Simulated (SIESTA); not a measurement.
# A self-consistent single point of HfO2 (P4_2/nmc, 6 atoms in the cell) with SIESTA

Method: GGA PBE, numerical atomic orbitals DZP, PseudoDojo PBE standard norm-conserving potentials (rewritten from UPF to PSML) in SIESTA.

The input file:

```
# files in the folder: Hf.psml O.psml (PseudoDojo PBE standard)
SystemName  HfO2
SystemLabel HfO2

NumberOfAtoms                6
NumberOfSpecies              2
%block ChemicalSpeciesLabel
  1 72 Hf
  2 8 O
%endblock ChemicalSpeciesLabel
LatticeConstant              1.0 Ang
%block LatticeVectors
     3.556241000    0.000000000    0.000000000
     0.000000000    3.556241000    0.000000000
     0.000000000    0.000000000    5.169274000
%endblock LatticeVectors
AtomicCoordinatesFormat      Ang
%block AtomicCoordinatesAndAtomicSpecies
     1.778120500    1.778120500    2.584637000  1
     0.000000000    0.000000000    0.000000000  1
     0.000000000    1.778120500    3.604069526  2
     0.000000000    1.778120500    1.019432526  2
     1.778120500    0.000000000    4.149841474  2
     1.778120500    0.000000000    1.565204474  2
%endblock AtomicCoordinatesAndAtomicSpecies

XC.functional                GGA
XC.authors                   PBE
PAO.BasisSize                DZP
PAO.EnergyShift              0.01 Ry
MeshCutoff                   300 Ry
%block kgrid.MonkhorstPack
    5   0   0  0.0
    0   5   0  0.0
    0   0   4  0.0
%endblock kgrid.MonkhorstPack
OccupationFunction           FD
ElectronicTemperature        580.23 K

MaxSCFIterations             150
SCF.Mixer.Method             Broyden
SCF.Mixer.Weight             0.25
SCF.Mixer.History            8
SCF.DM.Tolerance             1.0E-05
Diag.ParallelOverK           true
WriteForces                  true
Charge.Mulliken              end
```

Output (repeated stretches shortened):

```
reinit: Reading from file input.fdf

reinit: System Name: HfO2
reinit: System Label: HfO2

coor:   Atomic-coordinates input format  =     Cartesian coordinates
coor:                                          (in Angstroms)

siesta: Atomic coordinates (Bohr) and species
siesta:      3.36016   3.36016   4.88426  1        1
siesta:      0.00000   0.00000   0.00000  1        2
siesta:      0.00000   3.36016   6.81070  2        3
siesta:      0.00000   3.36016   1.92645  2        4
siesta:      3.36016   0.00000   7.84206  2        5
siesta:      3.36016   0.00000   2.95781  2        6

siesta: System type = bulk

initatomlists: Number of atoms, orbitals, and projectors:      6    90   116

siesta: ******************** Simulation parameters ****************************
redata: Spin configuration                          = none
redata: Time-Reversal Symmetry                      = T
redata: Number of Atomic Species                    =        2
redata: Mesh Cutoff                                 =   300.0000 Ry
redata: Net charge of the system                    =     0.0000 |e|
redata: Min. number of SCF Iter                     =        0
redata: Max. number of SCF Iter                     =      150
redata: SCF convergence failure will abort job
redata: SCF mix quantity                            = Hamiltonian
redata: Mix DM or H after convergence               =   F
redata: Recompute H after scf cycle                 =   F
redata: Mix DM in first SCF step                    =   T
redata: No kicks to SCF
redata: DM Mixing Weight for Kicks                  =     0.5000
redata: Require Harris convergence for SCF          =   F
redata: Harris energy tolerance for SCF             =     0.000100 eV
redata: Require DM convergence for SCF              =   T
redata: DM tolerance for SCF                        =     0.000010
redata: Require EDM convergence for SCF             =   F
   [... lines left out ...]
diag: Parallel distribution                         =     1 x     1
diag: Used triangular part                          = Lower
diag: Absolute tolerance                            =  0.100E-15
diag: Orthogonalization factor                      =  0.100E-05
diag: Memory factor                                 =  1.0000

superc: Internal auxiliary supercell:     5 x     5 x     5  =     125
superc: Number of atoms, orbitals, and projectors:    750  11250  14500

                        Single-point calculation

superc: Internal auxiliary supercell:     5 x     5 x     5  =     125
superc: Number of atoms, orbitals, and projectors:    750  11250  14500

outcell: Unit cell vectors (Ang):
        3.556241    0.000000    0.000000
        0.000000    3.556241    0.000000
        0.000000    0.000000    5.169274

outcell: Cell vector modules (Ang)   :    3.556241    3.556241    5.169274
outcell: Cell angles (23,13,12) (deg):     90.0000     90.0000     90.0000
outcell: Cell volume (Ang**3)        :     65.3750
new_DM -- step:     1
Initializing Density Matrix...

Attempting to read DM from file... Failed...
DM filled with atomic data:

InitMesh: MESH = 40 x 40 x 54 = 86400
InitMesh: Mesh cutoff (required, used) =   300.000   301.599 Ry

stepf: Fermi-Dirac step function
        iscf     Eharris(eV)        E_KS(eV)     FreeEng(eV)     dDmax    Ef(eV) dHmax(eV)
   scf:    1    -4850.625844    -4868.007469    -4868.007469  1.553201 -2.252427  9.082288
   scf:    2    -4884.464615    -4877.958601    -4877.958601  0.211134 -4.104512  3.823652
   scf:    3    -4879.431938    -4879.125203    -4879.125203  0.123661 -2.285081  0.950150
   scf:    4    -4879.122162    -4879.152795    -4879.152795  0.059216 -2.742315  0.483242
   scf:    5    -4879.151055    -4879.176613    -4879.176613  0.030100 -3.038381  0.233999
   scf:    6    -4879.189340    -4879.184707    -4879.184707  0.008779 -2.958933  0.051447
   scf:    7    -4879.185339    -4879.185136    -4879.185136  0.002317 -2.940481  0.006547
   scf:    8    -4879.185147    -4879.185143    -4879.185143  0.000290 -2.938305  0.001511
   scf:    9    -4879.185143    -4879.185143    -4879.185143  0.000032 -2.938255  0.001192
   scf:   10    -4879.185143    -4879.185143    -4879.185143  0.000050 -2.937963  0.000442
   scf:   11    -4879.185143    -4879.185143    -4879.185143  0.000023 -2.937862  0.000145
   scf:   12    -4879.185143    -4879.185143    -4879.185143  0.000007 -2.937905  0.000115
SCF Convergence by DM+H criterion
max |DM_out - DM_in|         :     0.0000065412
max |H_out - H_in|      (eV) :     0.0001146303
SCF cycle converged after 12 iterations

Using DM_out to compute the final energy and forces

siesta: E_KS(eV) =            -4879.1851

siesta: E_KS - E_eggbox =     -4879.1851

siesta: Atomic forces (eV/Ang):
     1   -0.000000    0.000000    0.000000
     2   -0.000000    0.000000   -0.000000
     3   -0.000000    0.000000    0.376194
     4   -0.000000   -0.000000    0.376194
     5    0.000000    0.000000   -0.376194
     6    0.000000    0.000000   -0.376194
   Tot   -0.000000    0.000000    0.000000
   Max    0.376194
   Res    0.177340    sqrt( Sum f_i^2 / 3N )
   Max    0.376194    constrained

Stress tensor Voigt[x,y,z,yz,xz,xy] (kbar):     -121.55     -121.55     -105.57       -0.00        0.00       -0.00
(Free)E + p*V (eV/cell)    -4874.4427
Target enthalpy (eV/cell)    -4879.1851

siesta: Program's energy decomposition (eV):
siesta: Ebs     =     -1069.135984
siesta: Eions   =      6418.381462
siesta: Ena     =       872.543494
siesta: Ekin    =      2009.644533
siesta: Enl     =      -138.811716
siesta: Eso     =         0.000000
siesta: Edftu   =         0.000000
siesta: DEna    =        28.841498
siesta: DUscf   =         3.814847
siesta: DUext   =         0.000000
siesta: Ex      =     -1155.237244
siesta: Ec      =       -81.599093
siesta: Exc     =     -1236.836337
siesta: Eharris =     -4879.185143
siesta: Etot    =     -4879.185143
siesta: FreeEng =     -4879.185143

siesta: Atomic forces (eV/Ang):
siesta:      1   -0.000000    0.000000    0.000000
siesta:      2   -0.000000    0.000000   -0.000000
siesta:      3   -0.000000    0.000000    0.376194
siesta:      4   -0.000000   -0.000000    0.376194
siesta:      5    0.000000    0.000000   -0.376194
siesta:      6    0.000000    0.000000   -0.376194
siesta: ----------------------------------------
siesta:    Tot   -0.000000    0.000000    0.000000

siesta: Stress tensor (static) (eV/Ang**3):
siesta:    -0.075867   -0.000000   -0.000000
siesta:    -0.000000   -0.075867   -0.000000
siesta:     0.000000   -0.000000   -0.065892

   [... lines left out ...]
siesta: Cell volume =         65.375033 Ang**3
   [... lines left out ...]
siesta:         116.22519253        119.57971515  kBar

mulliken: Atomic and Orbital Populations:

Species: Hf
Atom  Qatom  Qorb
               5s      6s      6s      5py     5pz     5px     6py     6pz
               6px     5dxy    5dyz    5dz2    5dxz    5dx2-y2 5dxy    5dyz
               5dz2    5dxz    5dx2-y2
   1 10.764   1.961   0.766  -0.244   1.956   1.960   1.956   0.206   0.222
              0.206   0.166   0.461   0.131   0.461   0.465   0.071  -0.025

              0.080  -0.025  -0.007
   2 10.764   1.961   0.766  -0.244   1.956   1.960   1.956   0.206   0.222
              0.206   0.166   0.461   0.131   0.461   0.465   0.071  -0.025

              0.080  -0.025  -0.007

Species: O
Atom  Qatom  Qorb
               2s      2s      2py     2pz     2px     2py     2pz     2px
               3Pdxy   3Pdyz   3Pdz2   3Pdxz   3Pdx2-y2
   3  6.618   1.752  -0.000   1.734   1.757   1.715  -0.128  -0.136  -0.110
              0.007   0.005   0.007   0.008   0.006
   4  6.618   1.752  -0.000   1.715   1.757   1.734  -0.110  -0.136  -0.128
   [... 5 lines left out ...]

mulliken: Qtot =       48.000

Mulliken Atomic Populations:
Atom #   charge [q] valence [e]  Species
     1     1.235623   10.764377  Hf
     2     1.235623   10.764377  Hf
     3    -0.617812    6.617812  O
     4    -0.617812    6.617812  O
     5    -0.617812    6.617812  O
     6    -0.617812    6.617812  O
 Total     0.000000
```

The run converged in 12 iterations.

The starting cell comes from a database of computed structures (which also holds hypothetical and non-ambient phases and stackings), without a prior relaxation at this level. Its lattice was rescaled by a random factor within 2.5 % of one. Values carry the incompleteness of an atom-centred basis. With a pressure of about 12 GPa the cell is away from its equilibrium volume at this level.

Cost on one core of a shared machine: roughly 40 s.
